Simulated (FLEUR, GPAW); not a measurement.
A FLEUR input for a self-consistent single point of TiB₂ (P6/mmm, 3 atoms in the cell) (DFT, PBE, all-electron FLAPW (FLEUR), scalar-relativistic valence):

Input of the input generator:

```
scf TiB2
&input film=f /
3.0259298556 0.0000000335 0.0000000000
-1.5129649568 2.6205321083 0.0000000000
0.0000000000 0.0000000000 3.2287700000
1.8897261246
1.0 1.0 1.0

3
22 0.0000000000 0.0000000000 0.0000000000
5 0.3333333333 0.6666666667 0.5000000000
5 0.6666666667 0.3333333333 0.5000000000

&comp jspins=1 /
&kpt div1=8 div2=8 div3=7 gamma=t /
&end /
```

```xml
<?xml version="1.0" encoding="UTF-8" standalone="no"?>
<fleurInput fleurInputVersion="0.39">
   <comment>
      scf TiB2                                                                                            
   </comment>
   <calculationSetup>
      <cutoffs Kmax="3.9" Gmax="15.6" GmaxXC="15.6" numbands="0"/>
      <scfLoop itmax="60" minDistance="0.00001" maxIterBroyd="15" imix="Anderson" alpha="0.05" precondParam="0.0" spinf="2.0"/>
      <coreElectrons ctail="T" frcor="F" kcrel="0" coretail_lmax="0"/>
      <xcFunctional name="pbe" relativisticCorrections="F"/>
      <magnetism jspins="1"/>
      <soc l_soc="F" theta="0.0" phi="0.0" spav="F"/>
      <expertModes spex="0" secvar="F"/>
      <geometryOptimization l_f="T" forcealpha="1.0" forcemix="BFGS" epsdisp="0.00001" epsforce="0.00001"/>
      <ldaU l_linMix="F" mixParam="0.05" spinf="1.0"/>
   </calculationSetup>
   <cell>
      <bzIntegration valenceElectrons="18.0" mode="gauss" fermiSmearingEnergy="0.00499791">
         <kPointListSelection listName="default-1"/>
         <!-- k-points included here -->
         <xi:include xmlns:xi="http://www.w3.org/2001/XInclude" href="kpts.xml"> </xi:include>
      </bzIntegration>
      <!-- symmetry operations included here -->
      <xi:include xmlns:xi="http://www.w3.org/2001/XInclude" href="sym.xml"> </xi:include>
      <bulkLattice scale="1.0">
         <bravaisMatrix>
            <row-1>    5.7181786993344250     0.0000000633058252     0.0000000000000000</row-1>
            <row-2>   -2.8590894044692705     4.9520879854076263     0.0000000000000000</row-2>
            <row-3>    0.0000000000000000     0.0000000000000000     6.1014910193247411</row-3>
         </bravaisMatrix>
      </bulkLattice>
   </cell>
   <atomSpecies>
      <species name="Titanium (Ti)" element="Ti" atomicNumber="22">
         <mtSphere radius="2.60" gridPoints="915" logIncrement="0.013"/>
         <atomicCutoffs lmax="10" lnonsphr="8"/>
         <electronConfig flipSpins="F">
            <coreConfig>(1s1/2) (2s1/2) (2p1/2) (2p3/2)</coreConfig>
            <valenceConfig>(3s1/2) (3p1/2) (3p3/2) (4s1/2) (3d3/2) (3d5/2)</valenceConfig>
            <stateOccupation state="(3d3/2)" spinUp="0.4" spinDown="0.4"/>
            <stateOccupation state="(3d5/2)" spinUp="0.6" spinDown="0.6"/>
         </electronConfig>
         <energyParameters s="4" p="4" d="3" f="4"/>
         <lo type="SCLO" l="0" n="3" eDeriv="0"/>
         <lo type="SCLO" l="1" n="3" eDeriv="0"/>
      </species>
      <species name="Boron (B)" element="B" atomicNumber="5">
         <mtSphere radius="1.51" gridPoints="533" logIncrement="0.019"/>
         <atomicCutoffs lmax="6" lnonsphr="4"/>
         <electronConfig flipSpins="F">
            <coreConfig>(1s1/2)</coreConfig>
            <valenceConfig>(2s1/2) (2p1/2) (2p3/2)</valenceConfig>
            <stateOccupation state="(2p1/2)" spinUp="0.1666666666667" spinDown="0.1666666666667"/>
            <stateOccupation state="(2p3/2)" spinUp="0.3333333333333" spinDown="0.3333333333333"/>
         </electronConfig>
         <energyParameters s="2" p="2" d="3" f="4"/>
      </species>
   </atomSpecies>
   <atomGroups>
      <atomGroup species="Titanium (Ti)">
         <relPos label="                   1">.0000000000 .0000000000 .0000000000</relPos>
         <force calculate="T" relaxXYZ="TTT"/>
      </atomGroup>
      <atomGroup species="Boron (B)">
         <relPos label="                   2">1.000/3.000 -1.000/3.000 1.000/2.000</relPos>
         <relPos label="                   3">-1.000/3.000 1.000/3.000 1.000/2.000</relPos>
         <force calculate="T" relaxXYZ="TTT"/>
      </atomGroup>
   </atomGroups>
   <output dos="F" band="F" slice="F">
      <checks vchk="F" cdinf="F"/>
      <bandDOS minEnergy="-.5*Htr" maxEnergy="0.5*Htr" sigma="0.015" storeEVData="T"/>
      <vacuumDOS vacdos="F" integ="F" star="F" nstars="0" locx1="0.0" locy1="0.0" locx2="0.0" locy2="0.0" nstm="0" tworkf="0.0"/>
      <unfoldingBand unfoldBand="F" supercellX="1" supercellY="1" supercellZ="1"/>
      <plotting iplot="0" polar="F">
         <plot TwoD="T" vec1="  1.0  0.0  0.0" vec2="  0.0  1.0  0.0" vec3="  0.0  0.0  1.0" zero="  0.0  0.0  0.0" file="plot"/>
      </plotting>
      <chargeDensitySlicing numkpt="0" minEigenval="0.0" maxEigenval="0.0" nnne="0" pallst="F"/>
      <specialOutput eonly="F"/>
      <magneticCircularDichroism mcd="F" energyLo="-10.0" energyUp="0.0"/>
   </output>
  <!-- We include the file relax.xml here to enable relaxations (see documentation) -->
  <xi:include xmlns:xi="http://www.w3.org/2001/XInclude" href="relax.xml"> <xi:fallback/> </xi:include>
</fleurInput>
```

Q: Translate this input to GPAW.

A: One input that does it (others would too):

```python
from ase import Atoms
from ase.units import GPa
from gpaw import GPAW

atoms = Atoms(['Ti', 'B', 'B'],
              cell=[[3.025930, 0.000000, 0.000000],
                    [-1.512965, 2.620532, 0.000000],
                    [0.000000, 0.000000, 3.228770]],
              positions=[[0.000000, 0.000000, 0.000000],
                         [-0.000002, 1.747022, 1.614385],
                         [1.512967, 0.873510, 1.614385]],
              pbc=True)

calc = GPAW(mode={'name': 'pw', 'ecut': 900},
            xc='PBE',
            kpts={'size': (8, 8, 7), 'gamma': True},
            occupations={'name': 'methfessel-paxton', 'width': 0.136, 'order': 0},
            nbands=-11,
            convergence={'density': 1e-05, 'energy': 1e-05},
            symmetry={'symmorphic': False, 'tolerance': 0.0005},
            maxiter=150)

atoms.calc = calc

energy = atoms.get_potential_energy()
print('Energy (eV):', round(energy, 6))
forces = atoms.get_forces()
print('Forces (eV/Ang):')
print(forces.round(5))
stress = atoms.get_stress()
print('Stress (GPa, Voigt):', (stress / GPa).round(4))
```

Basis, cutoffs, solver keys and any potentials are the target program's own. This input uses DFT PBE, plane waves, GPAW PAW datasets PBE (gpaw-data 1.0.1).

The starting cell comes from a database of computed structures (which also holds hypothetical and non-ambient phases and stackings), without a prior relaxation at this level.
